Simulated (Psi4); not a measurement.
Psi4 1.11, BP86/def2-svp: In(Me)(Et) (C[CH2][In+][CH3]), charge +1, multiplicity 1, 12 atoms. The geometry is a generated start, not checked to be a minimum at this level.

- task = energy
- method = bp86
- basis = def2-svp
- memory = 3 GB
- maxiter = 100
- keys of the molecule block = symmetry c1
- scf_type = df (default)
- e_convergence = 1e-06 (default)
- d_convergence = 1e-06 (default)
- dft_radial_points = 75 (default)
- dft_spherical_points = 302 (default)
- effective core potentials = those of the basis set, past Kr
- basis functions = 108
- grid points = 259222

```xyz
12

In    -0.3172     0.3369     0.8023
C     -1.3020     2.1013     1.9368
H     -1.7469     1.6890     2.8415
H     -2.0509     2.5139     1.2628
H     -0.5107     2.8162     2.1590
C      0.6396    -1.4788    -0.4124
C      0.9071    -1.0636    -1.8282
H     -0.1198    -2.2576    -0.3156
H      1.5412    -1.7149     0.1574
H      1.6409    -0.2556    -1.8877
H     -0.0058    -0.7679    -2.3503
H      1.3246    -1.9189    -2.3654
```

Charge 1 and multiplicity 1 are set for this test and not shown to be the ground state.

With the defaults (diis = true, scf_initial_accelerator = adiis, damping_percentage = 0, guess = auto, which took SAD, soscf = false, soscf_start_convergence = 0.01, diis_max_vecs = 10) it converges in 10 SCF iterations. One run each on 2 threads, with these changes:
- diis = false, scf_initial_accelerator = none, damping_percentage = 60
- guess = gwh
- guess = sap
- diis_max_vecs = 6
- soscf = true, soscf_start_convergence = 0.001
- guess = core
- guess = sapgau
- soscf = true
- scf_initial_accelerator = ediis

Q: Name the settings that don't reach the solution of the defaults.

A: No convergence: diis = false, scf_initial_accelerator = none, damping_percentage = 60 (the run ends without SCF convergence in 100 iterations). The rest reach the solution of the defaults.

```
setting                                                                SCF iterations  JK calls             end
---------------------------------------------------------------------  --------------  --------  --------------
soscf = true, soscf_start_convergence = 0.001                                       9        20   same solution
the defaults                                                                       10        11   same solution
diis_max_vecs = 6                                                                  10        11   same solution
scf_initial_accelerator = ediis                                                    10        11   same solution
soscf = true                                                                       10        41   same solution
guess = gwh                                                                        13        13   same solution
guess = sapgau                                                                     15        15   same solution
guess = sap                                                                        15        15   same solution
guess = core                                                                       16        16   same solution
diis = false, scf_initial_accelerator = none, damping_percentage = 60             100       101  no convergence
```

An SOSCF iteration holds several JK calls; a Hückel guess adds calls on atoms. 1 further run of the study ended by our limits or in an error and is left out.
